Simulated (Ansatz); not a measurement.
HfSiO4 (I4₁/amd, No. 141, 12 atoms in the cell; start COD 9000852)

All values below come from LDA (PAW; Ansatz, a program for electronic structure).

Run with plane-wave cutoff 520 eV, 8×8×8 k mesh, Fermi–Dirac smearing 0.01 eV, scalar-relativistic PAW data made under PBE.

Cell (relaxed at this level):

Space group I4₁/amd, origin choice 1 (No. 141); a = b = 6.5233 Å, c = 5.9216 Å, α = β = γ = 90.00°

```tsv
atom	site	symmetry	x	y	z
Hf	4a	-4m2	0.0000	0.0000	0.0000
Si	4b	-4m2	0.0000	0.0000	0.5000
O	16h	.m.	0.3150	0.0000	0.0681
```
(The calculation used a cell of 12 atoms; values per cell refer to that cell.)

```yaml
band_gap: 5.41 eV
smallest_direct_gap_on_the_k_points_sampled: 5.80 eV
"Γ–Γ gap": 5.85 eV
```

Note: the relaxation could not lower the start's symmetry, so a distorted cell can lie lower.

Spin–orbit coupling is not included.

The computed numbers hold no vibrational or temperature effects.

The result took around 2.1 core-minutes (rough).
